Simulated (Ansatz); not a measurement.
Start from GaS in the beta-GaS type structure (space group P6_3/mmc, No. 194; layered, stacked along the Cartesian z axis).

Method: PBEsol-D3(BJ) in Ansatz (plane waves to 420 eV, PAW, no spin-orbit coupling).

Measured: band gap 2.5 eV (temperature not stated; as listed in Manish Kothakonda et al., ACS Materials Au (2022)).

### Question
Knowing the measured values, estimate what each level computes.

### Answer
```csv
level,band gap
PBEsol-D3(BJ),1.29 eV
```

Computed minus measured — band gap: PBEsol-D3(BJ) -1.21 eV. Measured values not marked as corrected hold thermal and zero-point effects that the static-lattice runs lack. A measured gap can be an optical one, lowered by exciton binding. Levels without spin-orbit coupling miss its effect on the gap.

Stability against distortions was not tested.

Ansatz is a program for electronic structure.
